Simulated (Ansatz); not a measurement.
The slab is Si(111) 1x1 surface, 6 top atoms, 3 bilayers, bottom bilayer H-capped and fixed, every top atom capped by H; cell 11.5 x 6.6 Å; two neighbouring H replaced by SH; about 7 Å thick over the host's atoms, 18 atoms held. These are PBE-D3(BJ) (plane waves to 420 eV, PAW; Ansatz, an electronic-structure program) values and carry that method's errors. k mesh 1 x 2 x 1. The slab states were run without spin polarisation. A thicker slab, a larger cell or a denser mesh can move such energies by a tenth of an eV or more. Energies are static: no zero-point or thermal part. Each state was relaxed from one prepared geometry.

End state of this step: H2S attacks the fragment of SiH4 (once exchanged) and H2 forms. Atoms near the product:

```
atom    x (Å)   y (Å)   z (Å)
------  -----  ------  ------
S(46)   5.372  10.365  11.608
S(48)   1.833  10.090  11.662
Si(a0)  6.755   9.116  12.692
H(a2)   7.199   9.903  13.874
H(a3)   3.877  10.456  14.439
H(a4)   7.889   8.801  11.782
S(b0)   5.908   7.340  13.528
H(b1)   4.128  11.061  14.808
H(b2)   5.786   6.683  12.349
```

What energy does it take to move H2 into the gas, one a cell, with the surface relaxed behind it, and what are its closest contacts before it leaves?

0.07 eV. Its closest contacts to the rest of the cell: H(a3)...S(46) 3.20 Å, H(b1)...H(a2) 3.41 Å, H(a3)...H(a2) 3.42 Å.
